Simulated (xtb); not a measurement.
xtb 6.7.1, GFN1-xTB: Zr(OMe)(NH2)2(NMe2) (C[O][Zr]([NH2])([NH2])[N](C)C), 21 atoms. The geometry is a generated start, not checked to be a minimum at this level.

```json
{
 "method": "GFN1-xTB",
 "--acc": "1 (default)",
 "--etemp (K)": "300 (default)",
 "detailed input (--input)": "none: ANC optimiser, Lindh (1995) Hessian, microcycle=20, maxdispl=1.0, hlow=0.01 (default)",
 "basis_functions": "64",
 "valence_electrons": "50"
}
```

```xyz
21

Zr    -0.6523    -0.5083     0.1777
O     -0.1124    -1.9110    -1.0059
C      1.1101    -2.4878    -0.6579
H      0.9550    -3.4164    -0.0767
H      1.6705    -2.7550    -1.5683
H      1.7355    -1.7841    -0.0587
N     -0.7298    -1.0977     2.1271
H     -0.4774    -0.4659     2.8957
H     -0.3594    -2.0213     2.3839
N     -2.4258     0.3400    -0.4116
H     -2.9674     0.7704     0.3532
H     -3.0809    -0.3078    -0.8757
N      0.7806     0.9409     0.0239
C      0.3374     2.1429     0.7251
C      0.8608     1.2313    -1.4086
H      1.0718     2.9555     0.5909
H     -0.6448     2.5120     0.3492
H      0.2595     1.9335     1.8011
H     -0.1238     1.5514    -1.8262
H      1.5858     2.0426    -1.5946
H      1.2069     0.3346    -1.9435
```

Charge 0 and multiplicity 1 are set for this test and not shown to be the ground state.

The structure is relaxed from this start with --opt LEVEL for the levels crude, sloppy, loose, lax, normal, tight, vtight, extreme, once each. Up to the end of the extreme run atoms move by at most 2.4 Å along an axis.

Problem. Which level is enough to come within 5 meV of the tightest end point?

Solution. normal: 123 cycles against 152, ending 1.1 meV above.

| level | cycles | energy above the extreme run (meV) | gradient norm (eV/Å) |
|---|---|---|---|
| crude | 12 | 150 | 0.37 |
| sloppy | 15 | 140 | 0.26 |
| loose | 43 | 47 | 0.15 |
| lax | 64 | 23 | 0.11 |
| normal | 123 | 1.1 | 0.024 |
| tight | 135 | 0.42 | 0.0059 |
| vtight | 152 | under 0.01 | 0.0023 |
| extreme | 152 | — | 0.0023 |
